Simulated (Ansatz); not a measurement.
## A computed series for HfSi2: pressure series

Base system: HfSi₂ (space group Cmcm, No. 63).

```yaml
crystal:
  lattice:
    - [1.82513, -7.17483, 0.00000]
    - [1.82513, 7.17483, 0.00000]
    - [0.00000, 0.00000, 3.63523]
  atoms:
    - { symbol: Si, position: [0.94476, 0.05524, 0.75000] }
    - { symbol: Si, position: [0.05524, 0.94476, 0.25000] }
    - { symbol: Si, position: [0.24986, 0.75014, 0.75000] }
    - { symbol: Si, position: [0.75014, 0.24986, 0.25000] }
    - { symbol: Hf, position: [0.60474, 0.39526, 0.75000] }
    - { symbol: Hf, position: [0.39526, 0.60474, 0.25000] }
```

Cell and atoms are relaxed at each pressure.

Computed with PBEsol/PAW in Ansatz (a program for electronic structure), without spin-orbit coupling.

Notes on the quantities. enthalpy: H = E + PV relative to the base's energy.

```json
[
 {"change": "base", "shortest interatomic distance": "2.412 Å", "density": "8.19 g/cm³", "enthalpy": "–"},
 {"change": "pressure 3 GPa", "shortest interatomic distance": "2.403 Å", "density": "8.36 g/cm³", "enthalpy": "+0.29 eV/atom"},
 {"change": "pressure 7 GPa", "shortest interatomic distance": "2.394 Å", "density": "8.58 g/cm³", "enthalpy": "+0.68 eV/atom"},
 {"change": "pressure 15 GPa", "shortest interatomic distance": "2.378 Å", "density": "8.98 g/cm³", "enthalpy": "+1.42 eV/atom"},
 {"change": "pressure 30 GPa", "shortest interatomic distance": "2.357 Å", "density": "9.62 g/cm³", "enthalpy": "+2.72 eV/atom"}
]
```

Load acts through the strain it causes; cell and atoms are relaxed under it. Stability against distortions was not tested. No other phases were tried under pressure. All final runs are without spin polarisation.
